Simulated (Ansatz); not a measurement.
HfS2: pressure series

Start from HfS₂ in the CdI2 type structure (space group P-3m1, No. 164; a = 3.5475 Å, c = 5.5768 Å; layered, stacked along the Cartesian z axis).

Cell and atoms are relaxed at each pressure.

The values are results of PBEsol-D3(BJ) (Ansatz, a quantum-chemistry and plane-wave program; PAW; 420 eV plane waves; spin-orbit coupling left out), not measurements.

Candidates:
(a) pressure 1.8 GPa
(b) pressure 45 GPa
(c) pressure 4.2 GPa

For the base:

The c/a ratio is 1.572.

Order them by c/a ratio, highest first.

(b) pressure 45 GPa (1.621), (a) pressure 1.8 GPa (1.554), (c) pressure 4.2 GPa (1.542)

The mesh was chosen for an insulator and is coarse for the gapless case. Load acts through the strain it causes; cell and atoms are relaxed under it. Whether these cells are dynamically stable was not tested. No other phases were tried under pressure. The final runs are not spin-polarised.
